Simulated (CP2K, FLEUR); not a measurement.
A FLEUR input for a self-consistent single point of MgS (F-43m, 2 atoms in the cell) (DFT, LDA (Perdew-Zunger), all-electron FLAPW (FLEUR), scalar-relativistic valence):

Input of the input generator:

```
MgS FLAPW
&input film=f /
-0.0000000000 5.3538208782 5.3538208782
5.3538208782 0.0000000000 5.3538208782
5.3538208782 5.3538208782 0.0000000000
1.0
1.0 1.0 1.0

2
12 0.0000000000 0.0000000000 0.0000000000
16 0.7500000000 0.7500000000 0.7500000000

&comp jspins=1 /
&exco xctyp='pz' /
&kpt div1=10 div2=10 div3=10 gamma=t /
&end /
```

```xml
<?xml version="1.0" encoding="UTF-8" standalone="no"?>
<fleurInput fleurInputVersion="0.39">
   <comment>
      MgS FLAPW                                                                                           
   </comment>
   <calculationSetup>
      <cutoffs Kmax="3.6" Gmax="12.6" GmaxXC="12.6" numbands="0"/>
      <scfLoop itmax="80" minDistance="0.00001" maxIterBroyd="25" imix="Anderson" alpha="0.05" precondParam="0.0" spinf="2.0"/>
      <coreElectrons ctail="T" frcor="F" kcrel="0" coretail_lmax="0"/>
      <xcFunctional name="pz" relativisticCorrections="F"/>
      <magnetism jspins="1"/>
      <soc l_soc="F" theta="0.0" phi="0.0" spav="F"/>
      <expertModes spex="0" secvar="F"/>
      <geometryOptimization l_f="T" forcealpha="1.0" forcemix="BFGS" epsdisp="0.00001" epsforce="0.00001"/>
      <ldaU l_linMix="F" mixParam="0.05" spinf="1.0"/>
   </calculationSetup>
   <cell>
      <bzIntegration valenceElectrons="16.0" mode="hist" fermiSmearingEnergy="0.0001">
         <kPointListSelection listName="default-1"/>
         <!-- k-points included here -->
         <xi:include xmlns:xi="http://www.w3.org/2001/XInclude" href="kpts.xml"> </xi:include>
      </bzIntegration>
      <!-- symmetry operations included here -->
      <xi:include xmlns:xi="http://www.w3.org/2001/XInclude" href="sym.xml"> </xi:include>
      <bulkLattice scale="1.0">
         <bravaisMatrix>
            <row-1>    0.0000000000000000     5.3538208781999996     5.3538208781999996</row-1>
            <row-2>    5.3538208781999996     0.0000000000000000     5.3538208781999996</row-2>
            <row-3>    5.3538208781999996     5.3538208781999996     0.0000000000000000</row-3>
         </bravaisMatrix>
      </bulkLattice>
   </cell>
   <atomSpecies>
      <species name="Magnesium (Mg)" element="Mg" atomicNumber="12">
         <mtSphere radius="2.16" gridPoints="747" logIncrement="0.015"/>
         <atomicCutoffs lmax="8" lnonsphr="6"/>
         <electronConfig flipSpins="F">
            <coreConfig>(1s1/2)</coreConfig>
            <valenceConfig>(2s1/2) (2p1/2) (2p3/2) (3s1/2)</valenceConfig>
         </electronConfig>
         <energyParameters s="3" p="3" d="3" f="4"/>
         <lo type="SCLO" l="0" n="2" eDeriv="0"/>
         <lo type="SCLO" l="1" n="2" eDeriv="0"/>
      </species>
      <species name="Sulfur (S)" element="S" atomicNumber="16">
         <mtSphere radius="2.16" gridPoints="747" logIncrement="0.016"/>
         <atomicCutoffs lmax="8" lnonsphr="6"/>
         <electronConfig flipSpins="F">
            <coreConfig>(1s1/2) (2s1/2) (2p1/2) (2p3/2)</coreConfig>
            <valenceConfig>(3s1/2) (3p1/2) (3p3/2)</valenceConfig>
            <stateOccupation state="(3p1/2)" spinUp="0.6666666666667" spinDown="0.6666666666667"/>
            <stateOccupation state="(3p3/2)" spinUp="1.3333333333333" spinDown="1.3333333333333"/>
         </electronConfig>
         <energyParameters s="3" p="3" d="3" f="4"/>
      </species>
   </atomSpecies>
   <atomGroups>
      <atomGroup species="Magnesium (Mg)">
         <relPos label="                   1">.0000000000 .0000000000 .0000000000</relPos>
         <force calculate="T" relaxXYZ="TTT"/>
      </atomGroup>
      <atomGroup species="Sulfur (S)">
         <relPos label="                   2">-1.000/4.000 -1.000/4.000 -1.000/4.000</relPos>
         <force calculate="T" relaxXYZ="TTT"/>
      </atomGroup>
   </atomGroups>
   <output dos="F" band="F" slice="F">
      <checks vchk="F" cdinf="F"/>
      <bandDOS minEnergy="-.5*Htr" maxEnergy="0.5*Htr" sigma="0.015" storeEVData="T"/>
      <vacuumDOS vacdos="F" integ="F" star="F" nstars="0" locx1="0.0" locy1="0.0" locx2="0.0" locy2="0.0" nstm="0" tworkf="0.0"/>
      <unfoldingBand unfoldBand="F" supercellX="1" supercellY="1" supercellZ="1"/>
      <plotting iplot="0" polar="F">
         <plot TwoD="T" vec1="  1.0  0.0  0.0" vec2="  0.0  1.0  0.0" vec3="  0.0  0.0  1.0" zero="  0.0  0.0  0.0" file="plot"/>
      </plotting>
      <chargeDensitySlicing numkpt="0" minEigenval="0.0" maxEigenval="0.0" nnne="0" pallst="F"/>
      <specialOutput eonly="F"/>
      <magneticCircularDichroism mcd="F" energyLo="-10.0" energyUp="0.0"/>
   </output>
  <!-- We include the file relax.xml here to enable relaxations (see documentation) -->
  <xi:include xmlns:xi="http://www.w3.org/2001/XInclude" href="relax.xml"> <xi:fallback/> </xi:include>
</fleurInput>
```

Give the CP2K input for the same structure, mesh, smearing and functional.

One input that does it (others would too):

```
&GLOBAL
  PROJECT scf
  RUN_TYPE ENERGY_FORCE
  PRINT_LEVEL MEDIUM
&END GLOBAL
&FORCE_EVAL
  METHOD Quickstep
  STRESS_TENSOR ANALYTICAL
  &DFT
    BASIS_SET_FILE_NAME BASIS_MOLOPT
    POTENTIAL_FILE_NAME GTH_POTENTIALS
    &QS
      METHOD GPW
      EPS_DEFAULT 1E-10
    &END QS
    &MGRID
      CUTOFF 1000
      REL_CUTOFF 50
      NGRIDS 5
    &END MGRID
    &SCF
      SCF_GUESS ATOMIC
      EPS_SCF 1E-7
      MAX_SCF 100
      ADDED_MOS 4
      &DIAGONALIZATION
        ALGORITHM STANDARD
      &END DIAGONALIZATION
      &MIXING
        METHOD BROYDEN_MIXING
        ALPHA 0.3
        NBUFFER 8
        BETA 1.5
      &END MIXING
    &END SCF
    &KPOINTS
      SCHEME MONKHORST-PACK 10 10 10
      GAMMA_CENTERED T
    &END KPOINTS
    &XC
      &XC_FUNCTIONAL PADE
      &END XC_FUNCTIONAL
    &END XC
    &PRINT
      &MO
        EIGENVALUES T
        OCCUPATION_NUMBERS T
        NDIGITS 8
        FILENAME mo
        &EACH
          QS_SCF 0
        &END EACH
        ADD_LAST NUMERIC
      &END MO
      &MULLIKEN ON
      &END MULLIKEN
    &END PRINT
  &END DFT
  &SUBSYS
    &CELL
      ABC 4.00663700 4.00663638 4.00663628
      ALPHA_BETA_GAMMA 60.00000600 60.00000229 60.00000315
      PERIODIC XYZ
    &END CELL
    &COORD
      SCALED
      Mg       0.00000000     0.00000000     0.00000000
      S        0.75000000     0.75000000     0.75000000
    &END COORD
    &KIND Mg
      BASIS_SET DZVP-MOLOPT-SR-GTH
      POTENTIAL GTH-PADE-q10
    &END KIND
    &KIND S
      BASIS_SET DZVP-MOLOPT-SR-GTH
      POTENTIAL GTH-PADE-q6
    &END KIND
  &END SUBSYS
  &PRINT
    &FORCES ON
    &END FORCES
    &STRESS_TENSOR ON
    &END STRESS_TENSOR
  &END PRINT
&END FORCE_EVAL
```

Basis, cutoffs, solver keys and any potentials are the target program's own. This input uses DFT LDA (Pade form), GPW, DZVP-MOLOPT-SR-GTH basis, GTH-PADE potentials (GTH_POTENTIALS). LDA parametrisations can differ slightly between programs. Both were run: gap on the mesh 3.194 eV in FLEUR and 2.998 in CP2K.

On CP2K: the starting cell comes from a database of computed structures (which also holds hypothetical and non-ambient phases and stackings), without a prior relaxation at this level. Values carry the incompleteness of an atom-centred basis.

On FLEUR: the starting cell comes from a database of computed structures (which also holds hypothetical and non-ambient phases and stackings), without a prior relaxation at this level. Values depend on the basis (sphere radii, cutoffs, local orbitals), which need not be converged.
